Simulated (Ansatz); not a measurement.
# tetragonal MoSi2 (1 1 0) on zinc-blende GaSb (1 1 1) (film strained to the substrate, faces as cut)

A periodic stack without vacuum, tetragonal MoSi2 (1 1 0) on zinc-blende GaSb (1 1 1) (film strained to the substrate, faces as cut): substrate slab Ga4Sb4, film Mo4Si8, surface cells [[0, -1], [1, -1]] and [[-1, -1], [0, -1]], film strained by -3.4 and -3.4 %, faces Sb/Ga and MoSi/MoSi as cut (like faces can put a slab off its formula).

The start was prepared with a machine-learned potential, and the result is one local minimum, with the in-plane cell held and forces under 0.04 eV/Å; the film can end far from its bulk form.

All values below come from PBE (plane waves to 420 eV, PAW; Ansatz, a quantum-chemistry and plane-wave program). Scalar-relativistic, without spin–orbit coupling; the runs are not spin-polarised. Its k-point mesh 8×8×1, Fermi–Dirac width 0.05 eV.

- interface area = 16.7 Å²
- period = 24.70 Å
- gaps between the outermost planes at the two interfaces = 2.29 and 2.20 Å
- Mo–Sb contacts across the interfaces within 1.22 times the sum of covalent radii = 2, mean 3.16 Å
- Sb–Si contacts across the interfaces within 1.22 times the sum of covalent radii = 2, mean 2.64 Å
- Ga–Mo contacts across the interfaces within 1.22 times the sum of covalent radii = 1, mean 2.43 Å

```xyz
20
Lattice="4.3922 0.0002 -0.0827 2.1963 3.8045 -0.0192 -1.3937 1.7327 24.7424" Properties=species:S:1:pos:R:3 pbc="T T T"
Ga     3.7980     3.2812     3.5857
Ga     1.6795     4.3729     7.2618
Ga     1.7770     1.9195    10.8301
Ga     3.5089     2.5635    14.2806
Sb     3.7103     2.1057     1.0722
Sb     1.6187     4.5215     4.5703
Sb     1.6963     1.8328     8.1494
Sb     3.9876     3.1741    11.7240
Mo     3.2380     2.1372    16.6602
Mo     4.3803     4.0216    18.8950
Mo     3.3231     2.1096    21.1950
Mo     4.4553     3.9971    23.5048
Si     1.0423     3.4297    16.6484
Si     3.2599     4.6820    16.5878
Si    -0.0115     1.4864    18.9553
Si     2.1878     2.7525    18.9481
Si     1.1138     3.3847    21.2502
Si     3.3292     4.6433    21.2660
Si     0.0674     1.5090    23.6463
Si     2.2559     2.6919    23.4399
```
